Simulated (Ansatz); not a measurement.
Structure of amorphous Pt₃₈P₁₀ (periodic cell):

```xyz
48
Lattice="9.3601 -0.1588 0.2008 -0.1588 8.6553 -0.2964 0.2008 -0.2964 9.5000" Properties=species:S:1:pos:R:3 pbc="T T T"
Pt     7.9334     5.4249     0.3945
Pt     2.8515     4.1951     3.8773
Pt     7.6522     6.2152     7.4710
Pt     0.5678     5.8222     3.8698
Pt     1.2288     4.0387     9.2336
Pt     2.6441     6.4735     5.5648
Pt     0.5861     4.8325     6.5424
Pt     2.8686     6.0811     8.3589
Pt     1.0778     2.3845     5.2250
Pt     7.0900     8.1740     0.5042
Pt     3.2478     3.3822     1.1550
Pt     0.5549     8.3261     4.9569
Pt     4.9418     4.7580     5.8137
Pt     4.9307     7.2536     6.9159
Pt     7.0583     3.8129     2.5889
Pt     7.2259     7.9444     5.3606
Pt     2.7607     1.1592     2.9912
Pt     4.8180     5.5772     2.4799
Pt     5.2885     1.2209     8.0225
Pt     8.9870     1.0814     7.4541
Pt     4.6178     8.1709     3.9382
Pt     4.9988     2.3952     4.0167
Pt     5.4371     5.7979     9.2838
Pt     8.4495     2.0174     0.6641
Pt     0.7211     7.5442     7.6263
Pt     0.2862     8.2975     2.0454
Pt     2.1395     1.2446     8.6919
Pt     3.1424     0.7006     6.1924
Pt     7.3776     0.8236     3.2689
Pt     4.1636     8.1363     1.1579
Pt     7.6835     4.7556     5.1710
Pt     6.9253     1.9796     5.8453
Pt     5.6671     1.7670     1.2542
Pt     0.5928     3.5855     2.3835
Pt     6.5177     3.6383     7.9845
Pt     3.7143     3.5105     7.9221
Pt     2.2416     6.1995     1.6975
Pt     7.5275     6.5774     2.7986
P      8.4539     2.6936     4.2635
P      5.4635     3.9959     0.7770
P      3.4423     2.8905     5.7083
P      1.1830     1.5960     1.3260
P      3.6078     8.2948     8.6110
P      2.3198     7.6244     3.5501
P      5.8989     6.2798     4.4030
P      8.7798     3.2773     8.1645
P      7.1390    -0.2216     8.0729
P      0.5028     6.7991     0.1650
```

Calculation: PBE, scalar-relativistic without spin-orbit coupling (plane waves to 420 eV, PAW; Ansatz, a first-principles code).

It comes from a melt-quench run on a machine-learned potential (CHGNet), relaxed afterwards by DFT. The hot cell started wider than the set density and was brought back towards it in steps. It is the lowest in DFT energy of 3 quenches. It is a model cell: composition and starting density were chosen by hand, and all elements were melted together. No dispersion term was used. Its density started from a set value of 17.99 and ended at 16.69 g/cm³. The quench (nominally 190 K/ps over its main leg) was far faster than any real one, so the model tends to hold more defects than a real film. A cell of this size samples the disorder only roughly. Volume and shape were free in the relaxation. On a 2×2×2 Γ-centred mesh force components of up to 0.26 eV/Å stay, since the relaxation ran on one k-point at (1/4, 1/4, 1/4).

Neighbours within Pt-Pt 3.30 Å, Pt-P 2.74 Å, P-P 2.57 Å count as bonded.

Q: Give the coordination numbers, mean bond lengths and angles.

A: 
Mean coordination of Pt: 9.89 (2 with 8, 12 with 9, 12 with 10, 12 with 11)
Mean coordination of P: 6.00 (1 with 5, 8 with 6, 1 with 7)
Mean Pt-Pt bond: 2.875 Å (spread 0.135 Å, 158 counted)
Mean Pt-P bond: 2.379 Å (spread 0.098 Å, 60 counted)
Bond angle at Pt: mean 97.5°, spread 33.5°
Bond angle at P: mean 101.9°, spread 27.6°
